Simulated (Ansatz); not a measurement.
Relaxation of the outer planes of the (11-20) surface of hcp Mg in its 1x1 cell, outermost plane spacing 1.60 Å in the ideal cut.

All values below come from PBE (plane waves to 420 eV, PAW; Ansatz, a program for electronic structure).

Model: 14-atom slab, 9.6 Å thick at the start (thin: gaps and levels are the slab's own), 7x7x1 mesh, Fermi-Dirac 0.1 eV, dipole correction, all atoms relaxed; held to the start's symmetry, so lower structures may exist; no spin, no spin-orbit, no U.

```json
[
 {"plane": "1", "atoms": "2 Mg", "bulk spacing to the next (Å)": "1.600", "relaxed spacing (Å)": "1.477", "change (%)": "-7.7", "rumpling (Å)": "0.00"},
 {"plane": "2", "atoms": "2 Mg", "bulk spacing to the next (Å)": "1.600", "relaxed spacing (Å)": "1.649", "change (%)": "3.1", "rumpling (Å)": "0.00"}
]
```
